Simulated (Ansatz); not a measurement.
Consider Al2Cu (space group I4/mcm, No. 140; a = 6.006 Å, c = 4.791 Å).

Calculations: plane-wave PAW DFT at the r2SCAN level (Ansatz, a program for electronic structure, 500 eV), spin-orbit coupling left out, earlier PAW set.

For the base:

The band gap is zero and the volume per atom is 14.40 Å³.

It is then changed as follows: every Cu is replaced by Ga, then cell and atoms are relaxed.

Tabulated Pauling electronegativity and covalent radius: Cu 1.90, 1.32 Å; Ga 1.81, 1.22 Å.

Problem. Estimate the effect on the band gap.

Solution. The band gap remains zero.

Problem. Estimate the effect on the volume per atom.

Solution. The volume per atom grows by 2.81 Å³ to 17.21 Å³.

No phonon test of stability was made. As relaxed here, Al2Ga is a hypothetical phase, not in the database extracts checked. The final runs are not spin-polarised.
